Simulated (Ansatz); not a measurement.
Defect: Ge-vacancy pair (Ge on one host Al site, one Al site vacant) in wurtzite AlN, charge state -2. The step: a nearby Al atom hops onto the vacant site (Ge-vacancy distance between ideal sites 3.09 → 5.40 Å); the atom moves 3.01 Å along (-0.96, -0.96, 0.00) of the unit cell; the moving atom starts with neighbours N at 1.80, 2 N at 1.92, N at 1.94 Å and ends with N at 1.79, N at 1.91, N at 1.93, N at 1.94 Å. DFT values are from Ansatz (plane-wave PAW, 420 eV unless said) in a cell of 72 host sites, spin-restricted, static, with no finite-size correction. The charge state is imposed; whether it is stable for some Fermi level was not computed. Forms of the defect that were not tried may lie lower. For the PBE band: the saddle point's order was not checked.

```
Level                                                                      Forward barrier (eV)  Cost of the band or of the saddle's single point
-------------------------------------------------------------------------  --------------------  ------------------------------------------------
CHGNet universal potential (has no charge state), its own band                             1.67                                                 -
PBE, the Γ point alone, band relaxed                                                       2.42             about 5 core-minutes (a rough figure)
PBE, a 2×2×2 k-point mesh shifted by half a step along c, same geometries                  2.24                    around 80 core-seconds (rough)
r2SCAN at 500 eV, the Γ point alone, same geometries                                       2.68                      very roughly 50 core-seconds
```

Ansatz is a quantum-chemistry and plane-wave program.
